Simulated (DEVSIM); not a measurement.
Device: Cr/SiON/p-Si capacitor, at 450 K.

| layer (left to right) | material | thickness (nm) | Na (cm⁻³) |
|---|---|---|---|
| 1 | SiON | 23.0 | - |
| 2 | Si | 17000 | 1.1e15 |

Metal gate on the left, work function 4.5 eV. Fixed charge at the semiconductor interface 1.7e10 cm⁻² (in units of +e); no interface traps.

This is a model device: material constants are rounded textbook-type values typed into the input, and sizes, dopings and lifetimes were drawn at random. Values at 300 K; Nc and Nv go as T^1.5, mobilities as T to minus their exponent, the gap by Varshni's rule with the affinity fixed.

```tsv
parameter	SiON	Si
gap (eV)	7	1.124
affinity (eV)	1.4	4.05
permittivity	5.5	11.7
Nc (cm⁻³)	-	2.86e19
Nv (cm⁻³)	-	3.1e19
Varshni α (eV/K)	-	0.000473
Varshni β (K)	-	636
```

Model (solved in DEVSIM): 1D Poisson equation in equilibrium, Boltzmann statistics, complete ionisation; no quantum confinement or tunnelling. Metal contacts follow the ideal Schottky-Mott rule: no Fermi-level pinning, no interface dipoles.

Question: Give the band bending (positive: bands bend down) and minority sheet density.

Answer: 
```json
[
 {"Vg (V)": "-2.4", "ψs (V)": "-0.359", "minority carriers (cm⁻²)": "3.5e9"},
 {"Vg (V)": "-2.1", "ψs (V)": "-0.345", "minority carriers (cm⁻²)": "3.5e9"},
 {"Vg (V)": "-1.8", "ψs (V)": "-0.330", "minority carriers (cm⁻²)": "3.5e9"},
 {"Vg (V)": "-1.5", "ψs (V)": "-0.310", "minority carriers (cm⁻²)": "3.5e9"},
 {"Vg (V)": "-1.2", "ψs (V)": "-0.284", "minority carriers (cm⁻²)": "3.5e9"},
 {"Vg (V)": "-0.9", "ψs (V)": "-0.247", "minority carriers (cm⁻²)": "3.5e9"},
 {"Vg (V)": "-0.6", "ψs (V)": "-0.186", "minority carriers (cm⁻²)": "3.5e9"},
 {"Vg (V)": "-0.3", "ψs (V)": "-0.054", "minority carriers (cm⁻²)": "3.6e9"},
 {"Vg (V)": "0", "ψs (V)": "0.187", "minority carriers (cm⁻²)": "5.2e9"},
 {"Vg (V)": "0.3", "ψs (V)": "0.391", "minority carriers (cm⁻²)": "1.1e11"},
 {"Vg (V)": "0.6", "ψs (V)": "0.473", "minority carriers (cm⁻²)": "4.0e11"},
 {"Vg (V)": "0.9", "ψs (V)": "0.516", "minority carriers (cm⁻²)": "7.4e11"},
 {"Vg (V)": "1.2", "ψs (V)": "0.545", "minority carriers (cm⁻²)": "1.1e12"},
 {"Vg (V)": "1.5", "ψs (V)": "0.566", "minority carriers (cm⁻²)": "1.5e12"},
 {"Vg (V)": "1.8", "ψs (V)": "0.583", "minority carriers (cm⁻²)": "1.8e12"},
 {"Vg (V)": "2.1", "ψs (V)": "0.597", "minority carriers (cm⁻²)": "2.2e12"},
 {"Vg (V)": "2.4", "ψs (V)": "0.609", "minority carriers (cm⁻²)": "2.6e12"}
]
```
